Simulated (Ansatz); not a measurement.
Input:

End structure of the (21-30) surface of hcp Cd in its 1x1 cell, outermost plane spacing 0.33 Å in the ideal cut:

```
CELL_PARAMETERS angstrom
      5.71260     0.00000     0.00000
      0.00000     8.02993     0.00000
      0.00000     0.00000    26.50000
ATOMIC_POSITIONS crystal
  Cd 0.25000 0.20032 0.31400
  Cd 0.75000 0.36205 0.31148
  Cd 0.25000 0.85109 0.34734
  Cd 0.75000 0.00772 0.33210
  Cd 0.25000 0.49834 0.37921
  Cd 0.75000 0.67096 0.37335
  Cd 0.25000 0.15063 0.43179
  Cd 0.75000 0.33279 0.42719
  Cd 0.25000 0.79160 0.46080
  Cd 0.75000 0.97422 0.45138
  Cd 0.25000 0.44170 0.50337
  Cd 0.75000 0.62973 0.49663
  Cd 0.25000 0.09720 0.54862
  Cd 0.75000 0.27983 0.53920
  Cd 0.25000 0.73864 0.57281
  Cd 0.75000 0.92080 0.56821
  Cd 0.25000 0.40047 0.62665
  Cd 0.75000 0.57309 0.62079
  Cd 0.25000 0.06371 0.66790
  Cd 0.75000 0.22034 0.65266
  Cd 0.25000 0.70938 0.68852
  Cd 0.75000 0.87111 0.68600
```

Set-up: 22 atoms, 10.3 Å thick at the start (thin: gaps and levels are the slab's own); mesh 7x5x1; 0.1 eV smearing; dipole correction on; all atoms relaxed; symmetry of the start imposed; no spin, no spin-orbit, no U.

What work function of the top face does PBE in Ansatz (a first-principles code) give?

3.91 eV

What surface energy (mean of both faces) does PBE give?

0.46 J/m²
